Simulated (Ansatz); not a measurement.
YN, alloy series

Start from YN in the rock salt structure (space group Fm-3m, No. 225).

```yaml
crystal:
  lattice:
    - [0.00000, 2.45292, 2.45292]
    - [2.45292, 0.00000, 2.45292]
    - [2.45292, 2.45292, 0.00000]
  atoms:
    - { symbol: N, position: [0.00000, 0.00000, 0.00000] }
    - { symbol: Y, position: [0.50000, 0.50000, 0.50000] }
```

The other end (x = 1) is YB in the rock salt structure (space group Fm-3m, No. 225; a hypothetical phase, not in the database extracts checked): 19.13 Å³/atom, gap zero; this end may not be an ambient phase.

B replaces a fraction x of N; each row is one arrangement (x, atoms in the cell, starting space group or random), fully relaxed.

Level of theory: PBE/PAW in Ansatz (a quantum-chemistry and plane-wave program), no SOC.

```csv
B fraction x,volume per atom (Å³/atom)
0,14.759
"0.25 (C2/m, 8 atoms)",15.722
"0.25 (P4/mmm, 8 atoms)",15.715
"0.25 (Pmmm, 8 atoms)",15.681
"0.333 (I4/mmm, 6 atoms)",?
"0.5 (I4_1/amd, 8 atoms)",16.657
"0.5 (C2/m, 8 atoms)",16.905
"0.75 (I4/mmm, 8 atoms)",17.893
1,19.135
```

### Question
Fit V(x) = (1 − x) V(0) + x V(1) − b x(1 − x) with the ends held (b = 0 is Vegard's rule) to the rows shown and predict the withheld row.

### Answer
Least squares on the printed values gives b = 0.73 Å³/atom, against 16.216 Å³/atom from the straight line alone (largest residual 0.140 Å³/atom); this predicts 16.054 Å³/atom, and the run gives 16.059 Å³/atom, 0.005 higher.

These are small ordered cells, not random alloys; other orderings at the same x differ. No phonon test of stability was made. The final runs are not spin-polarised. YB has a high density of states at the Fermi level and may be magnetic at this level. Under x(B) = 0.5, 8 atoms, C2/m the cell changed shape so far that it is another structure. The zero or small gap of YN can change with the level of theory.
